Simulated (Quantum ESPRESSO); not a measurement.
A user runs Quantum ESPRESSO on Tl (P6_3/mmc, 2 atoms in the cell) and asks whether the run is sound. The aim is a self-consistent single point with DFT, PBE, plane waves, SSSP 1.1.2 efficiency (PBE) pseudopotentials.

Cell that was meant: a = 3.5589 Å, b = 3.5589 Å, c = 5.7459 Å, α = 90.00°, β = 90.00°, γ = 120.00°.

Part of the input:

```fortran
/
&system
    ibrav = 4,
    celldm(1) = 3.55889324,
    celldm(3) = 1.6145297584,
    nat = 2,
    ntyp = 1,
    ecutwfc = 40,
```

Output (repeated stretches shortened):

```
     G-vector sticks info
     --------------------
     sticks:   dense  smooth     PW     G-vecs:    dense   smooth      PW
   [... lines left out ...]
         2        Tl     tau(   2) = (   0.5000000   0.2886751   1.2108973  )

     number of k points=   120  Marzari-Vanderbilt smearing, width (Ry)=  0.0100

     Number of k-points >= 100: set verbosity='high' to print them.

     Dense  grid:     6039 G-vectors     FFT dimensions: (  24,  24,  36)

     Smooth grid:     2165 G-vectors     FFT dimensions: (  15,  15,  24)

     Initial potential from superposition of free atoms

     starting charge      25.9903, renormalised to      26.0000

     negative rho (up, down):  7.564E-02 0.000E+00
     Self-consistent Calculation

     iteration #  1     ecut=    40.00 Ry     beta= 0.50
     c_bands:  1 eigenvalues not converged
     c_bands:  1 eigenvalues not converged

     Threshold (ethr) on eigenvalues was too large:
     Diagonalizing with lowered threshold

     c_bands:  1 eigenvalues not converged

     negative rho (up, down):  8.908E-02 0.000E+00

     total energy              =    -276.57192925 Ry
     estimated scf accuracy    <       0.07632980 Ry

     iteration #  2     ecut=    40.00 Ry     beta= 0.50

     negative rho (up, down):  1.019E-01 0.000E+00

   [... lines left out ...]
     c_bands:  1 eigenvalues not converged

     negative rho (up, down):  1.038E-01 0.000E+00

     total energy              =    -276.57104060 Ry
     estimated scf accuracy    <       0.00015191 Ry

   [... 3 blocks of this kind left out ...]

     iteration #  7     ecut=    40.00 Ry     beta= 0.50

     negative rho (up, down):  1.053E-01 0.000E+00

     total energy              =    -276.57150797 Ry
     estimated scf accuracy    <          3.7E-09 Ry

     iteration #  8     ecut=    40.00 Ry     beta= 0.50

     negative rho (up, down):  1.053E-01 0.000E+00
     End of self-consistent calculation

     Number of k-points >= 100: set verbosity='high' to print the bands.

     the Fermi energy is    88.6136 ev

!    total energy              =    -276.57150797 Ry
     estimated scf accuracy    <          8.8E-11 Ry
     smearing contrib. (-TS)   =      -0.00006908 Ry
     internal energy E=F+TS    =    -276.57143889 Ry

     convergence has been achieved in   8 iterations

     negative rho (up, down):  1.053E-01 0.000E+00

     Forces acting on atoms (cartesian axes, Ry/au):

     atom    1 type  1   force =     0.00000000    0.00000000    0.00000000
     atom    2 type  1   force =     0.00000000    0.00000000    0.00000000

     Total force =     0.000000     Total SCF correction =     0.000000

     negative rho (up, down):  1.053E-01 0.000E+00
          total   stress  (Ry/bohr**3)                   (kbar)     P=    59877.48
   0.40768090  -0.00000000   0.00000000        59971.93       -0.00        0.00
  -0.00000000   0.40768090   0.00000000           -0.00    59971.93        0.00
   0.00000000   0.00000000   0.40575472            0.00        0.00    59688.58

   JOB DONE.
```

Q: Is anything amiss in this input, and did it matter?

A: The run is not sound. The fault is this: cell lengths typed in angstrom where bohr is read. Bohr and ångström differ by a factor of 1.89; the cell that the program reads is then far too large or far too small. To fix it, give the lengths in the unit that the key or card expects. The run converged in 8 iterations without an error; against the sound input the free energy goes up by 90.9 eV/atom and the pressure goes from -1.55 to 5988 GPa. The full log also holds: “c_bands:  1 eigenvalues not converged”.

The sound input it was made from differs as follows (other fixes are possible):
```diff
-    celldm(1) = 3.55889324,
-    celldm(3) = 1.6145297584,
+    A = 3.55889315,
+    C = 5.74593900,
```

With that input, the run converged in 13 iterations: free energy E − TS -3944.6662 eV; Fermi level (on the code's own zero) 9.45 eV; pressure -1.55 GPa (DFT, PBE, plane waves, SSSP 1.1.2 efficiency (PBE) pseudopotentials).

On the sound input: the starting cell comes from a database of computed structures (which also holds hypothetical and non-ambient phases and stackings), without a prior relaxation at this level. Its lattice was rescaled by a random factor within 2.5 % of one. Spin-orbit coupling is off.
